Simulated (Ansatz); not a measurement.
Consider a (111) superlattice of 13 double layers of Si and 2 of Ge (both in the zinc blende type), in-plane lattice that of Ge; the cell holds Si26Ge4.

Levels used, each named beside its values: PBE (plane waves to 420 eV, PAW; Ansatz, a program for electronic structure); HSE06 (plane waves to 420 eV, PAW; Ansatz). Geometries and values that name no level are of the first. Spin–orbit coupling is left out; PBE gaps are too small against experiment. Its k-point mesh 9×9×1, Fermi–Dirac width 0.01 eV. HSE06 ran on meshes of its own (6×6×1); its edges and gaps are taken over the mesh and over extra points off it, mostly where PBE has its edges.

**Question.** Predict its period and gap.

**Answer.** 
| Item | Value |
|---|---|
| period | 46.90 Å |
| in-plane lattice vector | 4.075 Å |
| strain of bulk Si held on this lattice, in plane and along the normal | +5.35 %, then -1.93 % |
| PBE gap of the superlattice over the mesh and listed points off it | 0.18 eV |
| HSE06 gap of the superlattice over the mesh and listed points off it | 0.75 eV |
